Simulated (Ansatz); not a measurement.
Structure of amorphous Mo$_{20}$Si$_{10}$N$_{20}$ (periodic cell):

```xyz
50
Lattice="8.3046 0.1883 0.2515 0.1883 8.6927 0.3323 0.2515 0.3323 8.3895" Properties=species:S:1:pos:R:3 pbc="T T T"
Mo     2.2321     8.1665     5.7339
Mo     4.8352     7.6667     1.8016
Mo     2.7877     4.3944     7.8319
Mo     1.0216     6.9081     7.7384
Mo     6.7028     8.1601     7.0947
Mo     8.3381     4.0127     7.5982
Mo     2.1782     3.0119     5.6741
Mo     4.6739     4.5373     3.5907
Mo     0.2212     2.2237     1.4413
Mo     8.5356     8.6466     2.2701
Mo     3.9235     1.1337     7.8028
Mo     5.4396     2.3462     5.4473
Mo     1.3348     1.2229     7.7307
Mo     4.2153     7.0355     7.4380
Mo     6.7177     1.5972     8.5072
Mo     5.0389     7.9230     4.7352
Mo     7.4901     3.7030     3.9379
Mo     5.7406     1.3343     2.9727
Mo     8.2150     1.3812     4.2916
Mo     5.5072     4.3114     7.6105
Si     0.4047     5.8968     4.7482
Si     6.3059     5.9984     5.4935
Si     4.3690     5.2197     1.1734
Si     3.3039     5.5613     5.5511
Si     2.9187     7.5584     3.3714
Si     6.5989     6.2518     2.9886
Si     6.2791     3.6252     1.5103
Si     2.4559     7.6283     0.8836
Si     2.6764     2.8314     2.3995
Si     1.3174     5.4911     1.7327
N      5.8960     4.3030     5.1938
N      2.2843     2.2089     0.7769
N      2.1182     6.3564     4.4798
N      0.4857     4.2330     5.3782
N      4.0225     2.4933     3.4681
N      3.9498     2.9889     6.7751
N      6.5375     8.0505     2.9755
N      1.1558     2.7865     3.2274
N      4.1038     8.8458     6.3134
N      6.2363     6.1570     7.2681
N      0.7000     4.6712     0.3369
N      2.8572     4.5924     2.0545
N      4.8186     0.9748     1.1254
N      8.1906     8.7270     8.5390
N      1.1123     1.2479     5.7252
N      6.4770     0.6483     5.0548
N      1.5282     8.6354     3.5379
N      6.7871     2.7993     6.9932
N      8.5180     7.4436     6.1602
N      8.3524     5.8277     3.1995
```

The numbers are results of PBE, scalar-relativistic without spin-orbit coupling (plane waves to 420 eV, PAW; Ansatz, a first-principles code), not measurements. The usual formal charges leave 100 electrons over, so the level spacing at the Fermi energy parts defect or band states and needn't be the band gap.

A CHGNet melt-quench gave the starting glass, which DFT then relaxed. N atoms were pushed apart under 1.9 Å during the dynamics, to hinder bonds among them. The hot cell started wider than the set density and was brought back towards it in steps. It is the lowest in DFT energy of 2 quenches. It is a model cell: composition and starting density were chosen by hand, and all elements were melted together. No dispersion term was used. Its density started from a set value of 7.73 and ended at 6.82 g/cm³. The simulated quench (nominally 450 K/ps over its main leg) is rapid and tends to freeze in more defects than a deposited or slowly cooled glass has. A cell of this size samples the disorder only roughly. Volume and shape were free in the relaxation. On a 2×2×2 Γ-centred mesh force components of up to 0.33 eV/Å stay, since the relaxation ran on one k-point at (1/4, 1/4, 1/4).

Neighbours within Mo-Mo 3.04 Å, Mo-Si 2.74 Å, Mo-N 2.54 Å, Si-Si 2.60 Å, Si-N 2.06 Å, N-N 1.70 Å count as bonded. Two cations that share two anions don't count as bonded, nor two that share one unless they lie closer than Mo-Mo 2.95 Å, Mo-Si 2.66 Å, Si-Si 2.38 Å.

Task: Give the coordination numbers, mean bond lengths and angles.

Result: 
| Property | Value |
|---|---|
| Mean coordination of Mo by anions | 3.35 (3 with 2, 9 with 3, 6 with 4, 2 with 5); 83 close contacts or bonds to cations besides |
| Mean coordination of Si by anions | 1.90 (2 with 0, 2 with 1, 3 with 2, 1 with 3, 2 with 4); 31 close contacts or bonds to cations besides |
| Mean coordination of N | 4.30 (14 with 4, 6 with 5) |
| Mean Mo-N bond | 2.138 Å (spread 0.117 Å, 67 counted) |
| Mean Mo-Mo close contact | 2.801 Å (spread 0.133 Å, 31 counted) |
| Mean Mo-Si close contact | 2.565 Å (spread 0.063 Å, 21 counted) |
| Mean Si-N bond | 1.790 Å (spread 0.033 Å, 19 counted) |
| Bond angle at Mo | mean 97.8°, spread 32.4° |
| Bond angle at Si | mean 104.6°, spread 28.2° |
| Bond angle at N | mean 106.3°, spread 25.9° |
